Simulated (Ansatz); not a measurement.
## Smallest direct gap on the k points sampled of LiF (model structure, from the NiAs type, P6₃/mmc, No. 194) at several levels of theory

No measured value is used here.

```
level (code)      value (eV)
----------------  ----------
LDA (Ansatz)      (withheld)
PBE (Ansatz)            9.09
PBEsol (Ansatz)         8.91
r²SCAN (Ansatz)        10.05
HSE06 (Ansatz)    (withheld)
PBE0 (Ansatz)          12.16
r²SCAN0 (Ansatz)       12.78
```

### Question
Some entries are withheld; supply them.

### Answer

- LDA (Ansatz, a quantum-chemistry and plane-wave program), value (eV): 8.84
- HSE06 (Ansatz), value (eV): 11.40

Computed values are for a static lattice.  Values are at the PBEsol cell. Cutoffs and k meshes differ between the levels. Ansatz's density-functional and Hartree–Fock values are scalar-relativistic unless marked +SOC, with PAW data made under PBE.

A model structure was made by putting elements into a prototype or built by hand; it is no filed structure, need not be a known phase, and can be a saddle point held by its symmetry.
